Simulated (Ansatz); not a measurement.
Point defect Zn_Ga in wurtzite GaN

The numbers are results of PBE, PAW (plane waves to 420 eV; Ansatz, a program for electronic structure), not measurements. A 3×2×2 supercell of 96 sites was used; the energies come from a 2×2×2 shifted sampling of its zone. Site at the start: the Ga site. Charged cells carry a point-charge image correction with potential alignment at far atoms. Dielectric constants: PBE linear response of the host. Host gap at this level: 1.71 eV. A cell of this size leaves errors of a few tenths of an eV. PBE underestimates the host's gap, which shifts levels and can delocalise carriers. Spin–orbit coupling is left out. Each state is the lowest found from its start.

```tsv
charge	moment (μB)	largest move off a lattice site (Å)	image correction with alignment (eV)
+1*	not spin-polarised	0.06	–
0*	0.9	0.07	–
−1	not spin-polarised	0.07	0.20
```

* At this level the carrier isn't localised at the defect: at charge +1 holes occupy the valence band; at charge 0 holes occupy the valence band. Such a state is shallow or no state of the defect, and this cell gives it no level.

Flagged in the runs: a host whose relaxation on this sampling wasn't shown to rest.
